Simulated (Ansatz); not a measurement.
Rock-salt NiO (model structure), treated with r²SCAN (Ansatz, a first-principles code, hard PAW).

Settings: plane-wave cutoff 1050 eV, 16×16×16 k mesh, Fermi–Dirac smearing 0.05 eV, ferromagnetic start, spin-polarised with parallel moments.

Cell (relaxed at this level):

NiO has the cubic space group Fm-3m (No. 225), the rock salt structure, Pearson symbol cF8. Lattice parameters: a = b = c = 4.188 Å, α = β = γ = 90.00°. Ni on 4a is coordinated by 6 O at 2.094 Å (octahedral). O on 4b is surrounded by 6 Ni at 2.094 Å (octahedral). (Neighbours: up to the widest gap in distance over summed covalent radii, below 1.35, at either atom; cation-cation and far metal-metal contacts left out.)
(The calculation used a cell of 4 atoms; values per cell refer to that cell.)

Question: Predict the band gap.

Answer: 
- band gap: 0.88 eV (on the SCF k mesh)

Note: the magnetic order was assumed, not searched for or taken from measurement.

Static lattice: no zero-point or thermal effects.

A model structure was made by putting elements into a prototype or built by hand; here it ended with the formula and space group of a phase in our tables.
